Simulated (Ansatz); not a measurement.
Consider WC (space group Pm-3m, No. 221; a = 4.185 Å; a hypothetical phase, not in the database extracts checked).

Levels (all Ansatz, an electronic-structure program, PAW): PBEsol (420 eV, no spin-orbit coupling); PBEsol+SOC (420 eV, spin-orbit coupling included).

The geometry is relaxed with PBEsol.

| Quantity | Result |
|---|---|
| PBEsol pressure | 0.0 GPa |

With PBEsol+SOC at the same geometry, the pressure goes from zero to -0.5 GPa.

Single points use the geometry relaxed with PBEsol. The spin-orbit shifts are approximate. Whether these cells are dynamically stable was not tested. The runs without spin-orbit coupling are not spin-polarised.
